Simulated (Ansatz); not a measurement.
## Effect of pressure 2.1 GPa on TiO2

Start from TiO$_{2}$ in the rutile structure (space group P4_2/mnm, No. 136; a = 4.548 Å, c = 2.917 Å).

The change: a hydrostatic pressure of 2.1 GPa.

Computed with LDA, PAW, 420 eV (Ansatz, an electronic-structure program; without spin-orbit coupling). Γ-centred 7×7×11 mesh, Fermi–Dirac width 0.05 eV.

```csv
quantity,base,changed,shift
volume per atom,10.06 Å³,9.97 Å³,-0.085 Å³
lattice parameter a,8.595 bohr,8.565 bohr,-0.0293 bohr
shortest interatomic distance,3.643 bohr,3.637 bohr,-0.0066 bohr
enthalpy H = E + PV relative to the base's energy,–,+0.13 eV/atom,–
band gap,1.86 eV,1.86 eV,+0.006 eV
gap character,direct at Γ,direct at Γ,–
width of the top valence band,1.70 eV,1.71 eV,+0.01 eV
electron mass,"0.52 mₑ along c, 1.1 mₑ across (at Γ)","0.51 mₑ along c, 1.1 mₑ across (at Γ)",–
"valence-band top at Γ (three highest levels, from the VBM)","0.00, -0.47, -0.47 eV","0.00, -0.48, -0.48 eV",–
```

Final structure:

```yaml
crystal:
  lattice:
    - [4.53259, 0.00000, 0.00000]
    - [0.00000, 4.53259, 0.00000]
    - [0.00000, 0.00000, 2.91230]
  atoms:
    - { symbol: Ti, position: [0.00000, 0.00000, 0.00000] }
    - { symbol: Ti, position: [0.50000, 0.50000, 0.50000] }
    - { symbol: O, position: [0.30369, 0.30369, 0.00000] }
    - { symbol: O, position: [0.80369, 0.19631, 0.50000] }
    - { symbol: O, position: [0.19631, 0.80369, 0.50000] }
    - { symbol: O, position: [0.69631, 0.69631, 0.00000] }
```

Cost of the whole job for the changed cell (relaxation, final SCF and bands): about 40 core-seconds (a rough figure).

Load acts through the strain it causes; cell and atoms are relaxed under it. Masses are band curvatures over ±0.01 Å⁻¹ around the edge. Whether these cells are dynamically stable was not tested. The final runs are not spin-polarised.
